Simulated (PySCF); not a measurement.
PySCF 2.14.0, B3LYP/def2-tzvp, df: Cs(I) ([I][Cs]), 2 atoms. The geometry is a generated start, not checked to be a minimum at this level.

| Item | Result |
|---|---|
| task | energy |
| method | b3lyp |
| basis | def2-tzvp |
| two-electron scheme | density fitting |
| mol.max_memory | 3000 MB |
| mf.max_cycle | 100 |
| mf.init_guess | minao (default) |
| mf.DIIS | CDIIS (default) |
| mf.diis_space | 8 (default) |
| mf.conv_tol | 1e-09 (default) |
| mf.grids.level | 3 (default) |
| effective core potentials | those of the basis set, past Kr |
| basis functions | 79 |
| grid points | 45672 |

```xyz
2

Cs    -1.1020    -0.8211    -0.9563
I      1.1020     0.8211     0.9563
```

One run each on 2 threads, 1 BLAS thread. Values of level_shift (Hartree) tried: 0 (default), 0.1, 0.3, 1.

Question: Which value of level_shift (Hartree) needs the fewest Fock builds, and what happens away from it?

Answer: Fewest Fock builds: 0 (default) with 13. The count rises to 46 at 1. All converge to one solution.

| level_shift (Hartree) | Fock builds | end |
|---|---|---|
| 0 (default) | 13 | same solution |
| 0.1 | 15 | same solution |
| 0.3 | 26 | same solution |
| 1 | 46 | same solution |
